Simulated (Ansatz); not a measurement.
The reference is PbSe in the rock salt structure (space group Fm-3m, No. 225).

All numbers come from PBEsol, PAW, 420 eV (Ansatz, a program for electronic structure; spin-orbit coupling left out), earlier PAW set.

Measured: band gap 0.27 eV (temperature not stated; as listed in Manish Kothakonda et al., ACS Materials Au (2022)).

Question: Knowing the measured values, estimate what each level computes.

Answer: 
| level | band gap |
|---|---|
| PBEsol | 0.17 eV |

Computed minus measured — band gap: PBEsol -0.10 eV. Measured values not marked as corrected hold thermal and zero-point effects that the static-lattice runs lack. A measured gap can be an optical one, lowered by exciton binding. Levels without spin-orbit coupling miss its effect on the gap.

With Pb present, leaving out spin-orbit coupling can change the band edges. No phonon test of stability was made. A zero or small gap of PbSe can be the functional's error rather than a property of the material.
